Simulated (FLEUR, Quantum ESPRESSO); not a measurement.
A Quantum ESPRESSO input for a self-consistent single point of MnO₂ (P4_2/mnm, 6 atoms in the cell) (DFT, PBE, plane waves, SSSP 1.1.2 efficiency (PBE) pseudopotentials):

```fortran
&CONTROL
   calculation = 'scf'
   outdir = './work'
   pseudo_dir = './'
   tprnfor = .true.
   tstress = .true.
/
&SYSTEM
   ibrav = 0
   celldm(1) = 8.15676093
   nat = 6
   ntyp = 2
   ecutwfc = 55
   ecutrho = 440
   occupations = 'smearing'
   smearing = 'fermi-dirac'
   degauss = 0.0073499
   nspin = 2
   starting_magnetization(1) = 0.267
/
&ELECTRONS
   conv_thr = 1.0e-11
   mixing_beta = 0.3
/
ATOMIC_SPECIES
Mn    54.9380  mn_pbe_v1.5.uspp.F.UPF
O     15.9990  O.pbe-n-kjpaw_psl.0.1.UPF
ATOMIC_POSITIONS {crystal}
Mn    0.00000000    0.00000000    0.00000000
Mn    0.50000000    0.50000000    0.50000000
O     0.30492000    0.30492000    0.00000000
O     0.69508000    0.69508000    0.00000000
O     0.19508000    0.80492000    0.50000000
O     0.80492000    0.19508000    0.50000000
K_POINTS {automatic}
5 5 8  0 0 0
CELL_PARAMETERS {alat}
   1.00000000     0.00000000     0.00000000
   0.00000000     1.00000000     0.00000000
   0.00000000     0.00000000     0.65154695
```

Task: Write the same calculation as an input for FLEUR.

Result: One input that does it (others would too):

Input of the input generator:

```
MnO2 FLAPW
&input film=f /
8.1567609320 0.0000000000 0.0000000000
0.0000000000 8.1567609320 0.0000000000
0.0000000000 0.0000000000 5.3145126851
1.0
1.0 1.0 1.0

6
25 0.0000000000 0.0000000000 -0.0000000000 : 4.00
25 0.5000000000 0.5000000000 0.5000000000 : 4.00
8 0.3049200000 0.3049200000 -0.0000000000 : 0.00
8 0.6950800000 0.6950800000 -0.0000000000 : 0.00
8 0.1950800000 0.8049200000 0.5000000000 : 0.00
8 0.8049200000 0.1950800000 0.5000000000 : 0.00

&comp jspins=2 /
&kpt div1=5 div2=5 div3=8 gamma=t /
&end /
```

```xml
<?xml version="1.0" encoding="UTF-8" standalone="no"?>
<fleurInput fleurInputVersion="0.39">
   <comment>
      MnO2 FLAPW                                                                                          
   </comment>
   <calculationSetup>
      <cutoffs Kmax="4.7" Gmax="18.8" GmaxXC="18.8" numbands="0"/>
      <scfLoop itmax="60" minDistance="0.00001" maxIterBroyd="25" imix="Anderson" alpha="0.05" precondParam="0.0" spinf="2.0"/>
      <coreElectrons ctail="T" frcor="F" kcrel="0" coretail_lmax="0"/>
      <xcFunctional name="pbe" relativisticCorrections="F"/>
      <magnetism jspins="2"/>
      <soc l_soc="F" theta="0.0" phi="0.0" spav="F"/>
      <expertModes spex="0" secvar="F"/>
      <geometryOptimization l_f="T" forcealpha="1.0" forcemix="BFGS" epsdisp="0.00001" epsforce="0.00001"/>
      <ldaU l_linMix="F" mixParam="0.05" spinf="1.0"/>
   </calculationSetup>
   <cell>
      <bzIntegration valenceElectrons="54.0" mode="hist" fermiSmearingEnergy="0.00367493">
         <kPointListSelection listName="default-1"/>
         <!-- k-points included here -->
         <xi:include xmlns:xi="http://www.w3.org/2001/XInclude" href="kpts.xml"> </xi:include>
      </bzIntegration>
      <!-- symmetry operations included here -->
      <xi:include xmlns:xi="http://www.w3.org/2001/XInclude" href="sym.xml"> </xi:include>
      <bulkLattice scale="1.0">
         <bravaisMatrix>
            <row-1>    8.1567609319999992     0.0000000000000000     0.0000000000000000</row-1>
            <row-2>    0.0000000000000000     8.1567609319999992     0.0000000000000000</row-2>
            <row-3>    0.0000000000000000     0.0000000000000000     5.3145126851000004</row-3>
         </bravaisMatrix>
      </bulkLattice>
   </cell>
   <atomSpecies>
      <species name="Manganese 4.000" element="Mn" atomicNumber="25">
         <mtSphere radius="2.08" gridPoints="717" logIncrement="0.017"/>
         <atomicCutoffs lmax="8" lnonsphr="6"/>
         <electronConfig flipSpins="F">
            <coreConfig>(1s1/2) (2s1/2) (2p1/2) (2p3/2)</coreConfig>
            <valenceConfig>(3s1/2) (3p1/2) (3p3/2) (4s1/2) (3d3/2) (3d5/2)</valenceConfig>
            <stateOccupation state="(3d3/2)" spinUp="1.5" spinDown="0.5"/>
            <stateOccupation state="(3d5/2)" spinUp="3.0" spinDown="0.0"/>
         </electronConfig>
         <energyParameters s="4" p="4" d="3" f="4"/>
         <lo type="SCLO" l="0" n="3" eDeriv="0"/>
         <lo type="SCLO" l="1" n="3" eDeriv="0"/>
      </species>
      <species name="Oxygen (O)" element="O" atomicNumber="8">
         <mtSphere radius="1.18" gridPoints="407" logIncrement="0.026"/>
         <atomicCutoffs lmax="6" lnonsphr="4"/>
         <electronConfig flipSpins="F">
            <coreConfig>(1s1/2)</coreConfig>
            <valenceConfig>(2s1/2) (2p1/2) (2p3/2)</valenceConfig>
            <stateOccupation state="(2p1/2)" spinUp="0.6666666667" spinDown="0.6666666667"/>
            <stateOccupation state="(2p3/2)" spinUp="1.333333333" spinDown="1.333333333"/>
         </electronConfig>
         <energyParameters s="2" p="2" d="3" f="4"/>
      </species>
   </atomSpecies>
   <atomGroups>
      <atomGroup species="Manganese 4.000">
         <relPos label="                   1">.0000000000 .0000000000 .0000000000</relPos>
         <relPos label="                   2">1.000/2.000 1.000/2.000 1.000/2.000</relPos>
         <force calculate="T" relaxXYZ="TTT"/>
      </atomGroup>
      <atomGroup species="Oxygen (O)">
         <relPos label="                   3">.3049200000 .3049200000 .0000000000</relPos>
         <relPos label="                   4">-.3049200000 -.3049200000 .0000000000</relPos>
         <relPos label="                   5">.1950800000 -.1950800000 1.000/2.000</relPos>
         <relPos label="                   6">-.1950800000 .1950800000 1.000/2.000</relPos>
         <force calculate="T" relaxXYZ="TTT"/>
      </atomGroup>
   </atomGroups>
   <output dos="F" band="F" slice="F">
      <checks vchk="F" cdinf="F"/>
      <bandDOS minEnergy="-.5*Htr" maxEnergy="0.5*Htr" sigma="0.015" storeEVData="T"/>
      <vacuumDOS vacdos="F" integ="F" star="F" nstars="0" locx1="0.0" locy1="0.0" locx2="0.0" locy2="0.0" nstm="0" tworkf="0.0"/>
      <unfoldingBand unfoldBand="F" supercellX="1" supercellY="1" supercellZ="1"/>
      <plotting iplot="0" polar="F">
         <plot TwoD="T" vec1="  1.0  0.0  0.0" vec2="  0.0  1.0  0.0" vec3="  0.0  0.0  1.0" zero="  0.0  0.0  0.0" file="plot"/>
      </plotting>
      <chargeDensitySlicing numkpt="0" minEigenval="0.0" maxEigenval="0.0" nnne="0" pallst="F"/>
      <specialOutput eonly="F"/>
      <magneticCircularDichroism mcd="F" energyLo="-10.0" energyUp="0.0"/>
   </output>
  <!-- We include the file relax.xml here to enable relaxations (see documentation) -->
  <xi:include xmlns:xi="http://www.w3.org/2001/XInclude" href="relax.xml"> <xi:fallback/> </xi:include>
</fleurInput>
```

Basis settings and potentials, where a program has them, do not carry over. This input uses DFT, PBE, all-electron FLAPW (FLEUR), scalar-relativistic valence.

The starting cell comes from a database of computed structures (which also holds hypothetical and non-ambient phases and stackings), without a prior relaxation at this level. Its lattice was rescaled by a random factor within 2.5 % of one.
